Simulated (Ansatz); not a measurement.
Ansatz (a quantum-chemistry and plane-wave program) run on Cs2O (Pn-3m, 6 atoms in the cell): self-consistent single point.

Method: PBE, harder PAW files (source: ansatz) (plane waves; Ansatz).

```yaml
crystal:
  lattice:
    - [6.74302, 0.00000, 0.00000]
    - [0.00000, 6.74302, 0.00000]
    - [0.00000, 0.00000, 6.74302]
  atoms:
    - { symbol: Cs, position: [0.75000, 0.75000, 0.75000] }
    - { symbol: Cs, position: [0.75000, 0.25000, 0.25000] }
    - { symbol: Cs, position: [0.25000, 0.75000, 0.25000] }
    - { symbol: Cs, position: [0.25000, 0.25000, 0.75000] }
    - { symbol: O, position: [0.00000, 0.00000, 0.00000] }
    - { symbol: O, position: [0.50000, 0.50000, 0.50000] }
```

Reference input (self-consistent single point, DFT, PBE, plane waves, harder PAW files (source: ansatz)): basis.ecutwfc = 930 eV; kpoints.mp_grid.grid = 3 3 3; hamiltonian.xc = pbe; hamiltonian.pseudopotentials = {kind: paw, source: ansatz}; scf.occupations.method = gaussian; scf.occupations.width = 0.05 eV. This run's input differs from it in these lines:

Ansatz 0.2 input:
```diff
@@ -21,3 +21,3 @@
 scf:
-  occupations: { method: gaussian, width: 0.05 eV }
+  occupations: { method: gaussian, width: 0.2 eV }
 output:
```

Output (repeated stretches shortened):

```
SCF iter   1: F=—  HF=-23922.354510 eV  |F-HF|=—  |Δ(HF+E_count)|=         —  Δρ=1.13e-1  dr2=4.79e1  ethr=3.10e-3  ⟨swp⟩=23.8  Hψ=1345  notcnv=0
all-band conjugate gradients solve this SCF's bands
preconditioner: auto → Kerker (q_TF=auto, 2.003 Å⁻¹)
SCF iter   2: F=—  HF=-23918.433852 eV  |F-HF|=—  |Δ(HF+E_count)|=    3.92e0  Δρ=1.62e-2  dr2=1.61e0  ethr=3.10e-3  ⟨swp⟩=6.2  Hψ=441  notcnv=0
   [... lines left out ...]
SCF iter   7: F=—  HF=-23918.222395 eV  |F-HF|=—  |Δ(HF+E_count)|=   2.14e-4  Δρ=8.89e-5  dr2=3.27e-5  ethr=7.79e-6  ⟨swp⟩=3.0  Hψ=277  notcnv=0  defer=2
SCF iter   8: F=—  HF=-23918.222519 eV  |F-HF|=—  |Δ(HF+E_count)|=   1.23e-4  Δρ=2.48e-5  dr2=3.20e-6  ethr=6.82e-8  ⟨swp⟩=6.0  Hψ=386  notcnv=0  defer=2
SCF iter   9: F=—  HF=-23918.222519 eV  |F-HF|=—  |Δ(HF+E_count)|=   6.70e-7  Δρ=1.31e-5  dr2=1.10e-6  ethr=6.67e-9  ⟨swp⟩=3.5  Hψ=211  notcnv=0  defer=2
SCF iter  10: F=-23918.222519 eV  HF=-23918.222519 eV  |F-HF|=3.34e-8  |Δ(HF+E_count)|=   1.14e-7  Δρ=3.12e-6  dr2=4.98e-8  ethr=2.08e-10  ⟨swp⟩=24.2  Hψ=1437  notcnv=0
SCF 1 converged in 10 iterations: F = -23918.222519 eV  dr2 = 4.98e-8
Free energy (F): -23918.222519 eV
Internal energy: -23918.189930 eV  (E = F + TS)
E sigma→0 (E₀):  -23918.206224 eV
Entropy (-TS):   -0.032590 eV (-5.432 meV/atom)
Fermi energy:    3.891890 eV
--- Forces (eV/Å), atoms counted from 1 ---
  atom   1  Cs     0.00000000    -0.00000000     0.00000000
   [... zero for the other atoms too ...]
--- Stress (GPa, compression-positive) ---
       -1.039760      -0.000000       0.000000
       -0.000000      -1.039760       0.000000
        0.000000       0.000000      -1.039760
  P = ⅓ Tr σ = -1.0398 GPa (-10.398 kbar)
  The stress holds the Pulay correction. Without it, at fixed plane waves, as pw.x and ABINIT print it: P = -1.0402 GPa
```

The run converged in 10 iterations. Against the reference run the free energy falls by 2.6 meV/atom and the pressure moves little (-1.05 to -1.04 GPa).

The starting cell was generated: these elements placed on a structure prototype, without a prior relaxation; it need not be a known phase or ordering of this composition. Its lattice was rescaled by a random factor within 2.5 % of one. Ansatz's pressure includes its estimate of the finite-basis (Pulay) stress. The run gives no clean gap (levels at the Fermi energy touch, overlap or are partly filled at this smearing), which alone does not show that the compound is a metal.
